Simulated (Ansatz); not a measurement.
The structure below was relaxed with r2SCAN (Ansatz, a program for electronic structure; PAW; 500 eV plane waves; no SOC).

Space group Cmce (No. 64); a = 5.6044 Å, b = 8.9969 Å, c = 5.6367 Å, α = 90.00°, β = 90.00°, γ = 90.00°

```
atom  site  symmetry       x       y       z
----  ----  --------  ------  ------  ------
Hf      8f       m..  0.0000  0.1565  0.0777
C       8e       .2.  0.2500  0.4709  0.2500
C       8e       .2.  0.2500  0.3220  0.2500
```

Write out a cell with all atoms.


```cif
data_C16Hf8
_chemical_formula_sum 'Hf8 C16'
_space_group_name_H-M_alt 'P 1'
_space_group_IT_number 1
_cell_length_a 5.60439
_cell_length_b 8.99690
_cell_length_c 5.63666
_cell_angle_alpha 90.000
_cell_angle_beta 90.000
_cell_angle_gamma 90.000
loop_
_space_group_symop_operation_xyz
  'x, y, z'
loop_
_atom_site_label
_atom_site_type_symbol
_atom_site_fract_x
_atom_site_fract_y
_atom_site_fract_z
_atom_site_occupancy
Hf1 Hf 0.50000 0.34347 0.92234 1
Hf2 Hf 0.50000 0.15653 0.42234 1
Hf3 Hf 0.50000 0.65653 0.07766 1
Hf4 Hf 0.50000 0.84347 0.57766 1
C1 C 0.25000 0.02909 0.75000 1
C2 C 0.25000 0.97091 0.25000 1
C3 C 0.75000 0.97091 0.25000 1
C4 C 0.75000 0.02909 0.75000 1
C5 C 0.25000 0.82199 0.25000 1
C6 C 0.25000 0.17801 0.75000 1
C7 C 0.75000 0.17801 0.75000 1
C8 C 0.75000 0.82199 0.25000 1
Hf5 Hf 0.00000 0.84347 0.92234 1
Hf6 Hf 0.00000 0.65653 0.42234 1
Hf7 Hf 0.00000 0.15653 0.07766 1
Hf8 Hf 0.00000 0.34347 0.57766 1
C9 C 0.75000 0.52909 0.75000 1
C10 C 0.75000 0.47091 0.25000 1
C11 C 0.25000 0.47091 0.25000 1
C12 C 0.25000 0.52909 0.75000 1
C13 C 0.75000 0.32199 0.25000 1
C14 C 0.75000 0.67801 0.75000 1
C15 C 0.25000 0.67801 0.75000 1
C16 C 0.25000 0.32199 0.25000 1
```
This is the conventional cell.

Stability against distortions was not tested. The final runs are not spin-polarised. The cell was made from HfO2 by this change: O → C; the result is a hypothetical phase, not in the database extracts checked.
